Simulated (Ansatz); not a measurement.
Ca2H3Br (P-3m1, No. 164, 6 atoms in the cell; start mp-1018656) was calculated with PBEsol in Ansatz (plane waves, PAW).

Settings: plane-wave cutoff 500 eV, 12×12×6 k mesh (along the axes of the cell as run), Fermi–Dirac smearing 0.05 eV, scalar-relativistic PAW data made under PBE.

Cell (relaxed at this level):

```cif
data_H3BrCa2
_chemical_formula_sum 'Ca2 H3 Br1'
_space_group_name_H-M_alt 'P-3m1'
_space_group_IT_number 164
_space_group_name_Hall '-P 3 2"'
_cell_length_a 3.85171
_cell_length_b 3.85171
_cell_length_c 6.73992
_cell_angle_alpha 90.000
_cell_angle_beta 90.000
_cell_angle_gamma 120.000
loop_
_atom_site_label
_atom_site_type_symbol
_atom_site_symmetry_multiplicity
_atom_site_Wyckoff_symbol
_atom_site_fract_x
_atom_site_fract_y
_atom_site_fract_z
_atom_site_occupancy
Ca1 Ca 2 d 0.66667 0.33333 0.18658 1
H1 H 2 d 0.33333 0.66667 0.14903 1
H2 H 1 a 0.00000 0.00000 0.00000 1
Br1 Br 1 b 0.00000 0.00000 0.50000 1
```

**Question.** Predict the band gap.

**Answer.** 
band gap: 1.38 eV (on the SCF k mesh)

Note: the relaxation could not lower the start's symmetry, so the cell can be a saddle point above a distorted one.

Spin–orbit coupling is not included.

Computed values are for the static lattice.

Cost on a shared machine: roughly 90 core-seconds.

A start named mp-… is a Materials Project structure, which need not be a measured phase.

Ansatz is an electronic-structure program.
